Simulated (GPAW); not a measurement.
Band structure of SrGe2Ru2 (I4/mmm, 5 atoms in the cell).

```
CELL_PARAMETERS angstrom
     -2.15241     2.15241     5.14697
      2.15241    -2.15241     5.14697
      2.15241     2.15241    -5.14697
ATOMIC_POSITIONS crystal
  Sr 0.00000 0.00000 0.00000
  Ge 0.64218 0.64218 0.00000
  Ge 0.35782 0.35782 0.00000
  Ru 0.75000 0.25000 0.50000
  Ru 0.25000 0.75000 0.50000
```

Computed with LDA (Perdew-Wang 92), GPAW PAW datasets LDA (gpaw-data 1.0.1) (plane waves; GPAW 25.7.0).

Settings: mode = pw; ecut = 600 eV; xc = LDA; kpts = 6 6 6; mesh shift (steps) = 0 0 0; occupations.name = methfessel-paxton; occupations.width = 0.05 eV; occupations.order = 0; nbands = -13; convergence.density = 1e-05 e/electron; convergence.energy = 1e-05 eV/electron; symmetry.symmorphic = false; symmetry.tolerance = 0.0005; maxiter = 120.

The starting cell comes from a database of computed structures (which also holds hypothetical and non-ambient phases and stackings), without a prior relaxation at this level. Its lattice was rescaled by a random factor within 2.5 % of one. Spin polarisation is off.

Levels in eV from the Fermi level, bands 22 to 29:
```tsv
point	22	23	24	25	26	27	28	29
Γ	-0.64	-0.05	0.00	0.12	0.12	1.13	1.32	3.82
X	-1.67	-1.60	-0.38	-0.34	0.03	0.21	1.53	1.68
Y	-1.68	-1.66	-0.79	-0.40	0.28	0.85	1.54	1.70
S	-1.44	-1.20	-1.20	-0.93	1.79	1.97	1.98	3.96
Z	-1.48	-0.04	0.54	0.54	1.13	2.29	2.95	3.16
S1	-1.44	-1.20	-1.20	-0.93	1.79	1.97	1.98	3.96
N	-1.59	-1.47	-1.34	-0.43	0.21	1.90	3.18	3.40
P	-1.70	-1.54	-0.37	-0.35	0.09	0.09	1.62	1.62
Y1	-1.68	-1.66	-0.79	-0.40	0.28	0.85	1.54	1.70
```

Bands cross the Fermi level along this path, so the cell is metallic at this level.
